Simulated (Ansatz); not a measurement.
Base system: SiC (space group P6_3mc, No. 186; a = 3.094 Å, c = 10.129 Å).

(Cell as relaxed with PBE.)

Levels (all Ansatz, a first-principles code, PAW, earlier PAW set): PBE (420 eV, scalar-relativistic without spin-orbit coupling); PBEsol (420 eV, no SOC).

Each level relaxes its own structure.

| quantity | PBE | PBEsol |
|---|---|---|
| volume per atom | 10.50 Å³ | 10.33 Å³ |
| lattice parameter a | 309.4 pm | 307.8 pm |
| lattice parameter c | 1012.9 pm | 1007.6 pm |
| band gap | 2.22 eV | 2.12 eV |
| gap character | indirect, Γ → M | indirect, Γ → M |

PBE's volume per atom lies 0.163 Å³ above PBEsol's (1.6 %); PBE's lattice parameter a lies 1.6 pm above PBEsol's (0.5 %); PBE's lattice parameter c lies 5.3 pm above PBEsol's (0.5 %); PBE's band gap lies 0.107 eV above PBEsol's; the two agree on the gap character. Neither level is exact; PBEsol is the comparison here, not a measurement.

Whether these cells are dynamically stable was not tested.
